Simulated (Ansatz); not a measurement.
## A computed series for HfO2: response to strain

Base system: HfO2 in the fluorite structure (space group Fm-3m, No. 225; a = 5.059 Å).

Strains are applied to the cell and any free atomic positions relax.

Computed with r2SCAN/PAW in Ansatz (a quantum-chemistry and plane-wave program), no spin-orbit coupling, earlier PAW set.

```csv
isotropic strain (%),pressure (GPa)
-1.98,18.4
-1.37,12.2
-0.69,?
0,0.0
0.81,-6.2
5.35,-30.5
```

Question: Fit P = P₀ − Bδ + Cδ² with δ = (1 + ε)³ − 1 to the rows shown and predict the withheld row.

Answer: Least squares on the printed values gives P₀ = 0.1 GPa, B = 278 GPa, C = 575 GPa (largest residual 0.1 GPa); this predicts 6.1 GPa, and the run gives 5.9 GPa, 0.2 lower.

No phonon test of stability was made. This is not the structure that HfO2 has at room temperature and ambient pressure.
